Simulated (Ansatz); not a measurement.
Where the default PAW files enter, the runs use the earlier of Ansatz's two default sets.

Inside the gap of an insulator the Bloch states are evanescent, with a wavenumber k + iκ along the transport direction.

Given:

```xyz
20
Lattice="3.8451 0.0000 0.0000 0.0000 11.1626 0.0000 0.0000 0.0000 10.9460" Properties=species:S:1:pos:R:3 pbc="T T T"
Sb     0.9613     9.4389     5.0969
Sb     2.8838     1.7237     5.8491
Sb     2.8838     7.3050    10.5699
Sb     0.9613     3.8576     0.3761
Sb     2.8838    10.9273     1.9012
Sb     0.9613     0.2353     9.0447
Sb     0.9613     5.8166     7.3742
Sb     2.8838     5.3460     3.5718
S      0.9613     9.7720     0.6419
S      2.8838     1.3905    10.3040
S      2.8838     6.9718     6.1149
S      0.9613     4.1907     4.8310
S      0.9613     0.5654     4.0875
S      2.8838    10.5972     6.8585
S      2.8838     5.0159     9.5605
S      0.9613     6.1467     1.3855
S      2.8838     3.2246     2.1199
S      0.9613     7.9379     8.8261
S      0.9613     2.3566     7.5929
S      2.8838     8.8059     3.3531
```

Space group of this cell: Pnma. The cell was relaxed by PBE-D3(BJ).

Transport runs along the normal of the first two printed cell vectors.

No gap correction and no spin-orbit coupling; mid-gap values are interpolated between computed energies.

State the band gap and the smallest decay constant κ at mid-gap according to PBEsol (Ansatz, a quantum-chemistry and plane-wave program).

Gap 1.15 eV on a 8×4×4 mesh; κ = 0.151 1/Å, at (0.500, 0.000) of the in-plane reciprocal vectors. At the zone centre, at the nearest computed energy, the slowest state has κ = 0.17 1/Å.
